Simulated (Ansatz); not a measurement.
```xyz
2
Lattice="11.0000 0.0000 0.0000 0.0000 11.0000 0.0000 0.0000 0.0000 6.6904" Properties=species:S:1:pos:R:3 pbc="T T T"
Cs     5.5000     5.5000     0.0000
Br     5.5000     5.5000     3.3452
```

The numbers are results of PBE (plane waves to 420 eV, PAW; Ansatz, an electronic-structure program), not measurements. Mesh 1×1×46. No spin polarisation. It repeats along c; a and b span vacuum. A hypothetical model. Only distortions within the start's symmetry and period were free. Pairing along the axis, which can open a gap, is among the distortions not tried. Values not marked SOC lack spin–orbit coupling.

Tabulate the two highest filled and two lowest empty levels along the axis, from the valence top.


```
k (2π/c)  v2 (eV)  v1 (eV)  c1 (eV)  c2 (eV)
--------  -------  -------  -------  -------
0.000       -0.17     0.00     3.80        –
0.042       -0.17    -0.01     3.80        –
0.083       -0.17    -0.06     3.82        –
0.125       -0.18    -0.13     3.85        –
0.167       -0.19    -0.19     3.90        –
0.208       -0.20    -0.20     3.95        –
0.250       -0.20    -0.20     4.01        –
0.292       -0.21    -0.21        –        –
0.333       -0.22    -0.22        –        –
0.375       -0.23    -0.23        –        –
0.417       -0.23    -0.23        –        –
0.458       -0.24    -0.24        –        –
0.500       -0.24    -0.24        –        –
```
A dash stands for levels within 1 eV of the vacuum level or above it.
